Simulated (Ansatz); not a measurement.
Electronic density of states of amorphous Ti20O43Sc2, density 3.60 g/cm³, on a 2×2×2 Γ-centred mesh with a Gaussian width of 0.1 eV; energies count from the Fermi level, whose place inside the gap is arbitrary. Cell and mesh are small, so fine structure isn't converged. These are PBE, scalar-relativistic without spin-orbit coupling (plane waves to 420 eV, PAW; Ansatz, a quantum-chemistry and plane-wave program) values and carry that method's errors. Sampling: a 2×2×2 Γ-centred mesh; Fermi-Dirac width 0.02 eV; no spin polarisation.

Preparation: random packing, a CHGNet melt and quench, and a DFT relaxation. O atoms were pushed apart under 1.9 Å during the dynamics, to hinder bonds among them. The hot cell started wider than the set density and was brought back towards it in steps. It is the lowest in DFT energy of 2 quenches. It is a model cell: composition and starting density were chosen by hand, and all elements were melted together. No dispersion term was used. Its density started from a set value of 3.60 and ended at 3.60 g/cm³. The quench (nominally 240 K/ps over its main leg) was far faster than any real one, so the model tends to hold more defects than a real film. Values belong to this one cell and scatter from quench to quench. The volume was held where the preparation left it and the shape relaxed, at a PBE pressure of 0.9 GPa. Stress components on the final sampling reach 0.9 GPa.

```csv
E - EF (eV),states/(eV atom)
-12.00,0.00
-11.90,0.00
-11.80,0.00
-11.70,0.00
-11.60,0.00
-11.50,0.00
-11.40,0.00
-11.30,0.00
-11.20,0.00
-11.10,0.00
-11.00,0.00
-10.90,0.00
-10.80,0.00
-10.70,0.00
-10.60,0.00
-10.50,0.00
-10.40,0.00
-10.30,0.00
-10.20,0.00
-10.10,0.00
-10.00,0.00
-9.90,0.00
-9.80,0.00
-9.70,0.00
-9.60,0.00
-9.50,0.00
-9.40,0.00
-9.30,0.00
-9.20,0.00
-9.10,0.00
-9.00,0.00
-8.90,0.00
-8.80,0.00
-8.70,0.00
-8.60,0.00
-8.50,0.00
-8.40,0.00
-8.30,0.00
-8.20,0.00
-8.10,0.00
-8.00,0.00
-7.90,0.00
-7.80,0.00
-7.70,0.00
-7.60,0.00
-7.50,0.00
-7.40,0.00
-7.30,0.00
-7.20,0.00
-7.10,0.00
-7.00,0.00
-6.90,0.00
-6.80,0.00
-6.70,0.00
-6.60,0.00
-6.50,0.00
-6.40,0.00
-6.30,0.00
-6.20,0.00
-6.10,0.00
-6.00,0.05
-5.90,0.19
-5.80,0.33
-5.70,0.59
-5.60,0.82
-5.50,0.91
-5.40,0.97
-5.30,1.06
-5.20,1.11
-5.10,1.07
-5.00,1.08
-4.90,1.07
-4.80,1.03
-4.70,1.06
-4.60,1.06
-4.50,1.01
-4.40,0.93
-4.30,0.94
-4.20,0.98
-4.10,0.97
-4.00,0.91
-3.90,0.83
-3.80,0.78
-3.70,0.78
-3.60,0.78
-3.50,0.79
-3.40,0.84
-3.30,0.82
-3.20,0.85
-3.10,0.89
-3.00,0.84
-2.90,0.85
-2.80,0.91
-2.70,0.90
-2.60,0.89
-2.50,0.90
-2.40,0.92
-2.30,0.93
-2.20,0.91
-2.10,0.89
-2.00,0.88
-1.90,0.89
-1.80,0.87
-1.70,0.84
-1.60,0.71
-1.50,0.52
-1.40,0.36
-1.30,0.15
-1.20,0.03
-1.10,0.00
-1.00,0.00
-0.90,0.00
-0.80,0.00
-0.70,0.00
-0.60,0.00
-0.50,0.00
-0.40,0.00
-0.30,0.00
-0.20,0.00
-0.10,0.00
0.00,0.00
0.10,0.00
0.20,0.00
0.30,0.00
0.40,0.00
0.50,0.00
0.60,0.00
0.70,0.00
0.80,0.00
0.90,0.00
1.00,0.00
1.10,0.00
1.20,0.03
1.30,0.18
1.40,0.41
1.50,0.52
1.60,0.61
1.70,0.77
1.80,0.92
1.90,0.99
2.00,1.09
2.10,1.07
2.20,1.01
2.30,1.02
2.40,1.02
2.50,1.02
```

The gap on this mesh is 2.59 eV; the broadening fills part of it in the curve.
